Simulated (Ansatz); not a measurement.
The starting structures come from a database of crystals and need not be the phases stable at ambient conditions.

By PBEsol, the system below comes out a metal.

The ballistic (Sharvin) conductance counts the channels at the Fermi level: G/A = (e²/h) × channels of both spins per area.

Here is the system:

```yaml
crystal:
  lattice:
    - [4.41211, 0.00000, 0.00000]
    - [0.00000, 6.23966, 0.00000]
    - [2.20605, 3.11983, 2.20605]
  atoms:
    - { symbol: In, position: [0.00000, 0.00000, 0.00000] }
    - { symbol: Te, position: [0.00000, 0.50000, 0.00000] }
```

Space group of this cell: Fm-3m, rock salt. The cell is taken as given; by PBEsol its mean pressure is -1.7 GPa.

The current flows along the normal of the first two printed cell vectors, the (110) plane of the conventional cell. No spin-orbit coupling; the value is a mean over 0.1 eV about the Fermi level.

Task: Give the ballistic conductance per area that PBEsol (Ansatz, an electronic-structure program) yields.

Result: 0.65 × 10¹⁵ S/m² for both spins.
